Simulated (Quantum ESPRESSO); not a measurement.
A self-consistent single point of HfZn2 (Fd-3m, 6 atoms in the cell) with Quantum ESPRESSO.

Computed with LDA (PZ), PSlibrary PAW (LDA) pseudopotentials (plane waves; Quantum ESPRESSO).

The change in words: lattice scaled by 0.98. Reference geometry:
```
CELL_PARAMETERS angstrom
     -3.55564     0.00000     3.55564
      0.00000     3.55564     3.55564
     -3.55564     3.55564     0.00000
ATOMIC_POSITIONS crystal
  Hf 0.75000 0.75000 0.75000
  Hf 0.50000 0.50000 0.50000
  Zn 0.12500 0.12500 0.62500
  Zn 0.12500 0.62500 0.12500
  Zn 0.12500 0.12500 0.12500
  Zn 0.62500 0.12500 0.12500
```
Moments meant for the start (each program seeds them in its own way; μB, in the order of the atoms Hf Hf Zn Zn Zn Zn): 1.0 1.0 0.0 0.0 0.0 0.0.

Reference input (self-consistent single point, DFT, LDA (PZ), plane waves, PSlibrary PAW (LDA) pseudopotentials): ecutwfc = 55 Ry; ecutrho = 330 Ry; occupations = smearing; smearing = fermi-dirac; degauss = 0.0073499 Ry; nspin = 2; potentials = {Hf: Hf.pz-spn-kjpaw_psl.1.0.0.UPF, Zn: Zn.pz-dn-kjpaw_psl.1.0.0.UPF}; K_POINTS = automatic 5 5 5 0 0 0; conv_thr = 1e-11 Ry; mixing_beta = 0.4. This run's input differs from it in these lines:

```diff
@@ -9,3 +9,3 @@
     ibrav = 2,
-    celldm(1) = 13.43836026,
+    celldm(1) = 13.16959207,
     nat = 6,
```

The program printed (abridged):

```
     Self-consistent Calculation

     iteration #  1     ecut=    55.00 Ry     beta= 0.40

     Threshold (ethr) on eigenvalues was too large:
     Diagonalizing with lowered threshold

     total energy              =   -2310.10476031 Ry
     estimated scf accuracy    <       0.08639300 Ry

     total magnetization       =     0.73 Bohr mag/cell
     absolute magnetization    =     0.74 Bohr mag/cell

     iteration #  2     ecut=    55.00 Ry     beta= 0.40

     total energy              =   -2310.11676766 Ry
     estimated scf accuracy    <       0.01233447 Ry

     total magnetization       =     0.68 Bohr mag/cell
   [... lines left out ...]
     estimated scf accuracy    <          4.0E-10 Ry

     total magnetization       =     0.00 Bohr mag/cell
     absolute magnetization    =     0.00 Bohr mag/cell

     iteration # 15     ecut=    55.00 Ry     beta= 0.40

     Magnetic moment per site  (integrated on atomic sphere of radius R)
     atom   1 (R=0.171)  charge=  9.7875  magn=  0.0000
     atom   2 (R=0.171)  charge=  9.7875  magn=  0.0000
     atom   3 (R=0.146)  charge= 10.5745  magn=  0.0000
     atom   4 (R=0.146)  charge= 10.5745  magn=  0.0000
     atom   5 (R=0.146)  charge= 10.5745  magn=  0.0000
     atom   6 (R=0.146)  charge= 10.5745  magn=  0.0000
     End of self-consistent calculation

     the Fermi energy is    15.5239 ev

!    total energy              =   -2310.11996069 Ry
     estimated scf accuracy    <          7.9E-12 Ry
     smearing contrib. (-TS)   =      -0.01419528 Ry
     internal energy E=F+TS    =   -2310.10576541 Ry

     total magnetization       =     0.00 Bohr mag/cell
     absolute magnetization    =     0.00 Bohr mag/cell

     convergence has been achieved in  15 iterations

     Forces acting on atoms (cartesian axes, Ry/au):

     atom    1 type  1   force =    -0.00000000   -0.00000000    0.00000000
   [... zero for the other atoms too ...]

     Total force =     0.000000     Total SCF correction =     0.000000

          total   stress  (Ry/bohr**3)                   (kbar)     P=       98.40
   0.00066893  -0.00000000  -0.00000000           98.40       -0.00       -0.00
  -0.00000000   0.00066893   0.00000000           -0.00       98.40        0.00
  -0.00000000   0.00000000   0.00066893           -0.00        0.00       98.40

   JOB DONE.
```

The run converged in 15 iterations. Against the reference run the free energy rises by 33.0 meV/atom and the pressure goes from 0.00 to 9.84 GPa.

The starting cell comes from a database of computed structures (which also holds hypothetical and non-ambient phases and stackings), without a prior relaxation at this level. Its lattice was rescaled by a random factor within 2.5 % of one. For this run, on top of that: lattice scaled by 0.98. The starting moments vanished: the run ended non-magnetic. With a pressure of about 10 GPa the cell is away from its equilibrium volume at this level.

Cost on one core of a shared machine: roughly 80 s.
